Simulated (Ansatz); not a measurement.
**KZnF3: transverse stress against strain**

KZnF3 (cubic perovskite, Pm-3m, 13.308 Å³/atom at rest, cube axes along x, y and z) under a strain ε along a cube axis (axis z), the other axes held. PBEsol in Ansatz, a plane-wave DFT program (PAW, default set), 420 eV, 8×8×8 Γ-centred mesh, Fermi-Dirac smearing 0.05 eV; ions are relaxed within the symmetry of each cell. Stress is positive for a compressed cell.

Here s stands for strain and y for stress xx.

| strain (%) | stress xx (GPa) |
|---|---|
| -1.20 | 0.65 |
| -0.60 | 0.32 |
| 0.00 | 0.01 |
| 0.60 | -0.30 |
| 1.20 | -0.60 |
| 3.00 | ? |

Q: Fit y against s with a straight line, and predict the withheld value at s = 3.00.

A: Means: s 0, y 0.016. About the means, the sum of products is -1.8720 and the sum of squares of s is 3.6000; the slope is their ratio. Least squares gives y = 0.016 - 0.5200·s. Residuals (row less fit): 0.010, -0.008, -0.006, -0.004, 0.008; standard error 0.010 (degrees of freedom: 3). The slope gives the elastic constant C12 = 52 ± 0.5 GPa. At the withheld row, y = 0.016 - 0.5200 × 3.0 = -1.544 GPa. The calculation gives -1.43 GPa, 0.114 GPa above the prediction (5.5 % of the range of y in the table). The row lies outside the fitted rows, so this is an extrapolation. From the scatter of the fitted rows alone, a prediction at this place has a standard error of 0.019 GPa, so the miss is 6.0 times that.

One order more, fitted to all 11 runs of the series, follows each within 0.01, so the miss is the next term of a smooth law. The primitive cell can neither tilt nor turn polar against its symmetry, as such crystals can under strain. Rows are the converged runs of the series near zero and its far end; series whose fitted rows scatter by over a few per cent of the range, as at a crossing or softening among them, aren't shown in this form. Most that stay on the fit to the last digits aren't either.
